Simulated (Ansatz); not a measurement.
The reference is InP in the zinc blende structure (space group F-43m, No. 216; a = 5.9598 Å).

Computed with DFT with PBE, PAW potentials and a 420 eV plane-wave cutoff in Ansatz (a first-principles code), no SOC, earlier PAW set.

Base values:

```
Quantity                       Result
----------------------------  -------
Gap between the host's bands  0.44 eV
```

Modification: 0.370 holes added to each cell, a density of 7.0×10^21 cm⁻³, with a uniform compensating background at fixed cell and a 300 K Fermi–Dirac width.

Task: Predict the new Fermi level from band edge.

Result: The Fermi level relative to the doped band's edge (positive inside the band; to 0.05 eV) is +0.70 eV.

Task: What happens to the gap between the host's bands?

Result: The gap between the host's bands rises by 0.14 eV to 0.58 eV.

Charged cell with a jellium background: band edges are those of the host's band count, energies are not comparable with the neutral cell, and many-body gap narrowing is missing. No phonon test of stability was made.
